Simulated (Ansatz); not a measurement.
**GaP, response to strain**

Base system: GaP in the zinc blende structure (space group F-43m, No. 216).

```
CELL_PARAMETERS angstrom
      0.00000     2.69570     2.69570
      2.69570     0.00000     2.69570
      2.69570     2.69570     0.00000
ATOMIC_POSITIONS crystal
  Ga 0.00000 0.00000 0.00000
  P  0.25000 0.25000 0.25000
```

Cartesian axes are those of the cell as printed.

Strains are applied to the cell and any free atomic positions relax; under biaxial strain the out-of-plane vector relaxes too.

Calculations: LDA (Ansatz, a first-principles code), no SOC.

For the base:

| Property | Value |
|---|---|
| Band gap | 1.38 eV |

**Question.** The aim is a band gap between 1.02 eV and 1.10 eV. Which of these changes reaches it?
A) biaxial strain +2.08 %, plane normal [111], relaxed out of plane
B) biaxial strain −0.42 %, plane normal [111], relaxed out of plane
C) biaxial strain −1.67 %, plane normal [111], relaxed out of plane

**Answer.** A, biaxial strain +2.08 %, plane normal [111], relaxed out of plane. It gives 1.07 eV; biaxial strain −0.42 %, plane normal [111], relaxed out of plane gives 1.35 eV; biaxial strain −1.67 %, plane normal [111], relaxed out of plane gives 1.22 eV. Changes not listed may reach it too

No phonon test of stability was made.
